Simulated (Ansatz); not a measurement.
Levels about the gap of amorphous Ga24O37Sr (62 atoms in a cell of 782 Å³, 5.00 g/cm³; zone centre alone, so wide bands show as single levels with stretches between that a denser mesh fills), at the geometry that PBE relaxed, where it gives 0.1 GPa on a denser mesh. The participation number counts the atoms over which a state spreads; weights are charges in smoothed Voronoi cells. The levels come from a single point, so bond lengths are those of that geometry. Method of the levels: PBE, scalar-relativistic without spin-orbit coupling (Ansatz, a program for electronic structure). Sampling: the zone centre alone; Fermi-Dirac width 0.02 eV; no spin polarisation. At PBE the levels at the filled edge of the gap are localised (band-tail or defect states).

It comes from a melt-quench run on a machine-learned potential (CHGNet), relaxed afterwards by DFT. O atoms were pushed apart under 1.9 Å during the dynamics, to hinder bonds among them. The hot cell started wider than the set density and was brought back towards it in steps. It is the lowest in DFT energy of 2 quenches. It is a model cell: composition and starting density were chosen by hand, and all elements were melted together. No dispersion term was used. Its density started from a set value of 5.01 and ended at 5.00 g/cm³. The simulated quench (nominally 280 K/ps over its main leg) is rapid and tends to freeze in more defects than a deposited or slowly cooled glass has. A cell of this size samples the disorder only roughly. Volume and shape were free in the relaxation.

| E - E(highest filled), eV | filling | participation number | largest on | weight O | weight Ga | weight Sr |
|---|---|---|---|---|---|---|
| -0.25 | filled | 15.1 | O, 3 neighbours | 0.95 | 0.05 | 0.00 |
| -0.22 | filled | 10.0 | O, 3 neighbours | 0.94 | 0.05 | 0.00 |
| -0.19 | filled | 7.3 | O, 3 neighbours | 0.95 | 0.04 | 0.01 |
| -0.17 | filled | 12.5 | O, 3 neighbours | 0.95 | 0.05 | 0.00 |
| -0.14 | filled | 9.8 | O, 3 neighbours | 0.95 | 0.05 | 0.00 |
| -0.11 | filled | 5.0 | O, 3 neighbours | 0.95 | 0.05 | 0.00 |
| 0.00 | filled | 4.7 | O, 3 neighbours | 0.95 | 0.05 | 0.00 |
| 1.72 | empty | 56.4 | Ga, 4 neighbours | 0.52 | 0.47 | 0.01 |
| 3.97 | empty | 12.2 | Ga, 4 neighbours | 0.53 | 0.47 | 0.00 |
| 4.32 | empty | 26.1 | Ga, 5 neighbours | 0.54 | 0.45 | 0.01 |
| 4.61 | empty | 32.2 | Ga, 5 neighbours | 0.56 | 0.44 | 0.01 |
| 4.72 | empty | 41.5 | Ga, 5 neighbours | 0.58 | 0.42 | 0.01 |
| 4.87 | empty | 24.4 | Ga, 5 neighbours | 0.51 | 0.48 | 0.01 |
| 4.88 | empty | 34.7 | Ga, 4 neighbours | 0.58 | 0.42 | 0.00 |

Most localised among these is the filled level at +0.00 eV, on a O atom, which has 3 neighbours (Ga 1.96 Å, Ga 1.99 Å, Ga 2.07 Å).
